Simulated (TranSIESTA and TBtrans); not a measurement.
System: Ge chain with one bond stretched by 0.6 Å. Leads: straight Ge chain, spacing 2.28 Å. Geometry: as built, not relaxed. Transport runs along z; the first 6 and the last 6 of the 20 atoms are the lead cells, repeated to infinity.

```xyz
20
Lattice="9.000 0.000 0.000 0.000 9.000 0.000 0.000 0.000 46.200" Properties=species:S:1:pos:R:3 pbc="F F T"
Ge     4.500     4.500     0.000
Ge     4.500     4.500     2.280
Ge     4.500     4.500     4.560
Ge     4.500     4.500     6.840
Ge     4.500     4.500     9.120
Ge     4.500     4.500    11.400
Ge     4.500     4.500    13.680
Ge     4.500     4.500    15.960
Ge     4.500     4.500    18.240
Ge     4.500     4.500    20.520
Ge     4.500     4.500    23.400
Ge     4.500     4.500    25.680
Ge     4.500     4.500    27.960
Ge     4.500     4.500    30.240
Ge     4.500     4.500    32.520
Ge     4.500     4.500    34.800
Ge     4.500     4.500    37.080
Ge     4.500     4.500    39.360
Ge     4.500     4.500    41.640
Ge     4.500     4.500    43.920
```

Run with TranSIESTA and TBtrans (open boundaries, self-consistent; PseudoDojo norm-conserving potentials, scalar-relativistic): PAO.BasisSize DZP, PAO.EnergyShift 0.15 eV, XC.Authors PBE, Mesh.Cutoff 200 Ry, ElectronicTemperature 300 K, TS.Voltage 0.0 eV, TBT.Elecs.Eta 0.001 eV, no spin polarisation.

Energies count from the leads' Fermi level. Transmissions are for one spin of a degenerate pair. The energy step is 0.01 eV; narrower resonances are cut or missed.

```tsv
E (eV)	T
-0.20	2.09
-0.15	2.12
-0.10	2.14
-0.05	2.15
0.00	2.16
0.05	2.16
0.10	2.15
0.15	2.15
0.20	2.13
```

Give the zero-bias conductance in μS and the resistance at 300 K.

At the Fermi level T = 2.16. Averaged with −∂f/∂E over the full grid (kT = 25.9 meV) it is 2.15. With G0 = 2e²/h = 77.48 μS, G = 167 μS and R = 1/G = 5.99 kΩ.

The eigenchannels at the Fermi level transmit 0.751, 0.703, 0.703. What Fano factor of the shot noise follows at low temperature and bias?

F = Σ τ(1 − τ)/Σ τ = 0.605/2.16 = 0.28.

The straight chain is held at its spacing; free chains may zigzag or dimerise. No spin-polarised start was tried, so a magnetic state, if there is one, is missed.
